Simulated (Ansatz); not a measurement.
W on the 1x1 (110) surface of 3C silicon carbide (cut with top plane C + Si), one in a 2x2 cell, energies for each (54.3 Å²). Energies are against an atom of bcc W, without zero-point or thermal terms; each row is named by its start. No converged result for: 1 more start.

Host crystal: 3C silicon carbide, with a band gap (PBE, scalar-relativistic without spin-orbit coupling).

The numbers are results of PBE (plane waves to 420 eV, PAW; Ansatz, a quantum-chemistry and plane-wave program), not measurements.

Slab: 49 atoms, 7.7 Å thick at the start under the adsorbate (thin: gaps and levels are the slab's own); k 3x3x1, smearing 0.01 eV, dipole-corrected; 24 atoms held, the rest relaxed; each run with such symmetry as its start has; spin-polarised, no spin-orbit, no U, no dispersion correction.

A negative adsorption energy means that the adsorbate is more stable on the surface than in its reference. Starts that drift may end in the same place. Heights count from the host atoms within 0.3 Å of the top one. Moments of ungapped slabs depend on the mesh.

```
starting site             E_ads (eV)  height (Å)  nearest host atom (Å)   bonded to  change of the vacuum step (eV)  lateral drift (Å)  moment (μB)
------------------------  ----------  ----------  ---------------------  ----------  ------------------------------  -----------------  -----------
top C                           3.31        1.00                 C 2.20  2 C + 3 Si                           -0.66                2.3          2.0
top Si                          3.23        0.67                 C 1.99  3 C + 4 Si                           -0.39                1.9          1.6
over Si at depth 1.5 Å          3.31        1.00                 C 2.20  2 C + 3 Si                           -0.66                1.0          2.0
hollow beside Si                3.23        0.66                 C 1.99  3 C + 4 Si                           -0.39                1.0          1.6
hollow C-C-Si-Si                3.22        0.61                 C 1.98  3 C + 4 Si                           -0.43                0.4          1.1
bridge C-Si (span 3.9 Å)        3.23        0.66                 C 1.99  3 C + 4 Si                           -0.39                1.1          1.5
```
